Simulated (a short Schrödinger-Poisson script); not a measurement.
System: symmetric double-gate stack, Si3N4 on p-type Si(111), at 300 K.

```
layer  material  thickness (nm)  Na (cm⁻³)
-----  --------  --------------  ---------
1         Si3N4               6          -
2            Si               3       4e17
3         Si3N4               6          -
```

The device is made up for the run: typed textbook-type constants, with dimensions and the other settings drawn at random. Si3N4: permittivity 7.5, conduction-band edge (eV) 1.95, gap (eV) 5.1, electron mass (mₑ) 0.5. Si: permittivity 11.7, conduction-band edge (eV) 0, gap (eV) 1.124, Nv at 300 K (cm⁻³) 3.1e19.

Channel valleys (confinement mass, in-plane density-of-states mass, number): Δ6 0.258, 0.358, 6. At the gates, both at one voltage, the conduction-band edge of layer 1 lies 2.53 eV − eVg above the Fermi level of the channel. Gaps are held at their typed values at every temperature. Mesh 0.03 nm at interfaces.

From a short Schrödinger-Poisson script (our own, NumPy): 1D Poisson equation in equilibrium, electrons quantum, Hartree (BenDaniel-Duke, 12 states a valley, the channel's in-plane mass for all, wave functions ending at the dielectric), parabolic valleys, classical holes, full ionisation, no traps, pinning or gate leakage.

The same stack at other levels of the model or other numerical settings:

| run | sheet density of all electrons at Vg = 2 V (cm⁻²) | sheet density of all electrons at Vg = 0.8 V (cm⁻²) | capacitance of both gates at Vg = 2 V (μF/cm²) | rough cost against the base |
|---|---|---|---|---|
| base | 1.58e13 | 1.50e12 | 1.97 | about 1 |
| electrons treated as classical, Boltzmann | 1.86e13 | 3.11e12 | 2.13 | 0.09 |
| electrons treated as classical, Fermi-Dirac | 1.82e13 | 3.06e12 | 2.07 | 0.3 |
| mesh six times as coarse | 1.58e13 | 1.50e12 | 1.97 | 0.4 |
| one subband a valley | 1.58e13 | 1.50e12 | 1.97 | about 1 |

The classical rows ignore confinement, and Boltzmann statistics overrate the density once the band edge passes the Fermi level.
